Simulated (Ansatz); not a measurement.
MnP-type NiSi (0 0 1) on zinc-blende GaAs (1 1 0) (film strained to the substrate, started from cuts of the bulks and a machine-learned relaxation; slabs As24Ga24 and Ni32Si32, which can lie off the formulas)

A periodic stack without vacuum, MnP-type NiSi (0 0 1) on zinc-blende GaAs (1 1 0) (film strained to the substrate, started from cuts of the bulks and a machine-learned relaxation; slabs As24Ga24 and Ni32Si32, which can lie off the formulas): substrate slab As24Ga24, film Ni32Si32, surface cells [[-1, 2], [-1, -1]] and [[2, 0], [0, 2]], film strained by -3.9 and +4.6 %, outermost planes AsGa/AsGa and Ni/Ni as cut, which need not be the usual terminations and can put a slab off its formula.

The start was prepared with a machine-learned potential, and the result is one local minimum, with the in-plane cell held and forces under 0.04 eV/Å; the film can end far from its bulk form.

Computed with PBE (plane waves to 420 eV, PAW; Ansatz, a quantum-chemistry and plane-wave program). Spin–orbit coupling is left out; the runs are not spin-polarised; PBE gaps are too small against experiment. Its k-point mesh 3×4×1, Fermi–Dirac width 0.05 eV.

| Property | Value |
|---|---|
| interface area | 70.0 Å² |
| period | 27.93 Å |
| heights between the nearest atoms of the two slabs at the two interfaces | 1.25 and 1.29 Å |
| As–Ni contacts across the interfaces within 1.22 times the sum of covalent radii | 6, mean 2.45 Å |
| Ga–Ni contacts across the interfaces within 1.22 times the sum of covalent radii | 6, mean 2.53 Å |
| Ga–Si contacts across the interfaces within 1.22 times the sum of covalent radii | 5, mean 2.58 Å |
| As–Si contacts across the interfaces within 1.22 times the sum of covalent radii | 4, mean 2.49 Å |
| estimate of the barrier | withheld, since the Fermi level falls at or inside a band of the host, which a slab this thin can't settle |

```xyz
112
Lattice="9.9510 0.0007 0.1356 0.0002 7.0367 -0.0722 0.4040 -2.0679 27.9604" Properties=species:S:1:pos:R:3 pbc="T T T"
As     6.0931     0.5362     0.6662
As    -0.8907     4.7971     0.8031
As     2.6605     2.2299     0.9925
As     2.6140     5.9445     2.7235
As     5.8899     3.8138     2.8188
As    -0.6509     1.4351     2.7167
As     2.5787     2.5134     4.9188
As     5.9188     0.2953     4.8291
As     9.2407     4.9508     4.8775
As     9.1893     1.4475     6.9545
As     2.5767     6.1014     6.7976
As     5.8887     3.7922     6.8317
As     9.1835     5.0073     8.9537
As     2.5254     2.6124     8.9181
As     5.8615     0.2650     8.9397
As     5.8150     3.7485    10.8325
As     9.1505     1.5405    11.0613
As     2.5214    -0.8647    10.9447
As     5.7870     0.1791    13.0206
As     9.0710     5.0983    12.9826
As     2.5294     2.7069    13.0010
As     2.2271    -0.9236    14.8710
As     5.7876     3.5298    14.7564
As     9.1856     1.8576    15.2152
Ga     3.4119     3.6171     2.8996
Ga     6.8342     1.5171     2.8297
Ga     0.1274     6.1119     2.6978
Ga     3.5802    -0.1710     0.6948
Ga     6.3491     4.8583     0.5976
Ga     0.1862     2.3782     0.4978
Ga     0.0875     6.1417     6.7763
Ga     3.4011     3.7604     6.9002
Ga     6.7050     1.4439     6.9007
Ga     0.1073     2.5957     4.7863
Ga     3.4305     0.1824     4.8113
Ga     6.7550     4.9989     4.8232
Ga     6.6621     1.4200    11.0041
Ga     0.0375    -0.7950    10.9080
Ga     3.3404     3.8198    10.9327
Ga     6.7002     4.9635     8.8541
Ga     0.0383     2.6522     8.8561
Ga     3.3732     0.2721     8.9036
Ga     3.2983     3.7197    15.2176
Ga     6.6824     1.1257    15.1415
Ga    -0.4986    -0.8619    15.1401
Ga     3.3016     0.3469    12.9826
Ga     6.5983     4.8888    12.8481
Ga     0.0600     2.7988    12.9290
Ni     3.3624    -0.8839    19.4167
Ni     3.3583     2.4858    19.3409
Ni     8.3520    -1.0119    19.4111
Ni     8.3557     2.5656    19.3978
Ni    10.8203    -0.8487    18.8175
Ni    10.8299     2.4443    18.8064
Ni     5.8842    -1.0301    18.8289
Ni     5.8669     2.6246    18.7952
Ni     2.1897     4.3107    17.6092
Ni     0.8601     0.7136    16.4625
Ni     6.0649     4.3672    16.8350
Ni     6.9066     0.8019    17.5285
Ni     8.4312     4.3221    21.5162
Ni     8.4061     0.8084    21.6184
Ni     3.4311     4.3369    21.4885
Ni     3.4487     0.8185    21.5129
Si     2.6751    -0.5032    17.1693
Si     2.5815     2.1212    17.0461
Si     7.7580    -1.2624    17.0695
Si     7.7333     2.9101    17.0856
Si     9.9551    -0.9280    21.0398
Si     9.9551     2.5403    21.0230
Si     5.0037    -0.9568    21.0007
Si     4.9872     2.5792    20.9641
Si     1.8119     4.3264    19.8839
Si     1.7861     0.8051    20.0016
Si     6.7905     4.3158    19.9916
Si     6.7829     0.7999    19.9910
Si     9.5567     4.2972    18.1501
Si     9.2220     0.7732    18.1970
Si     4.3624     4.3219    18.3260
Si     4.5599     0.8119    17.9869
Ni     3.2919    -0.8207    24.9428
Ni     3.3094     2.5502    24.9139
Ni     8.2520    -1.0257    25.0786
Ni     8.2453     2.7376    25.0458
Ni    10.7505    -0.9833    24.4740
Ni    10.7569     2.6926    24.3836
Ni     5.7995    -0.8953    24.4047
Ni     5.7995     2.5480    24.3858
Ni     0.9447     4.3465    22.0630
Ni     0.9319     0.8139    22.2016
Ni     5.9149     4.3341    22.2192
Ni     5.9289     0.8178    22.2054
Ni     8.1624     4.3392    27.2340
Ni     9.5134     0.8775    26.1476
Ni     4.2749     4.4170    26.2143
Ni     3.4295     0.9645    26.8745
Si     2.4694    -0.9241    22.7588
Si     2.4896     2.5878    22.7214
Si     7.4458    -0.9554    22.8323
Si     7.4472     2.5990    22.8026
Si     9.9069    -1.3039    26.7546
Si     9.9987     3.1110    26.6095
Si     5.1048    -0.5011    26.6970
Si     5.1345     2.3580    26.7085
Si     1.9563     4.4092    25.6735
Si     1.7623     0.8812    25.3454
Si     6.6079     4.3641    25.5934
Si     6.9601     0.8529    25.6633
Si     9.2143     4.3619    23.7206
Si     9.2023     0.8385    23.8569
Si     4.2293     4.3580    23.7466
Si     4.2674     0.8392    23.7352
```
